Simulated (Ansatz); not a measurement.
Consider CdTe in the zinc blende structure (space group F-43m, No. 216).

```
CELL_PARAMETERS angstrom
      0.00000     3.24460     3.24460
      3.24460     0.00000     3.24460
      3.24460     3.24460     0.00000
ATOMIC_POSITIONS crystal
  Te 0.75000 0.75000 0.75000
  Cd 0.00000 0.00000 0.00000
```

Computed with PBEsol (Ansatz, a program for electronic structure, PAW, without spin-orbit coupling).

One change was made to it. Results:

The width of the top valence band grows by 0.625 eV, from 2.21 eV to 2.83 eV; the electron mass goes from 0.055 mₑ (at Γ) to 0.077 mₑ (at Γ); the gap character is still direct at Γ; the volume per atom drops by 4.234 Å³ to 29.92 Å³.

Task: What was done to the base?
A) pressure 0.3 GPa
B) pressure 3 GPa
C) pressure −1 GPa
D) pressure 0.7 GPa
E) pressure 7.5 GPa

Result: E, pressure 7.5 GPa. For comparison, the electron mass in the other runs: pressure 0.3 GPa gives 0.056 mₑ (at Γ); pressure 0.7 GPa gives 0.058 mₑ (at Γ); pressure 3 GPa gives 0.066 mₑ (at Γ); pressure −1 GPa gives 0.050 mₑ (at Γ).

Spin-orbit coupling, missing from the scalar runs, can matter with Te. Load acts through the strain it causes; cell and atoms are relaxed under it. Masses are band curvatures over ±0.01 Å⁻¹ around the edge. No phonon test of stability was made. Measured, CdTe leaves this structure (for cinnabar) near 3.53 GPa (temperature not stated; as listed in Datta, Sujoy, Jana, Debnarayan, arXiv (2020)), on rising pressure, with hysteresis.
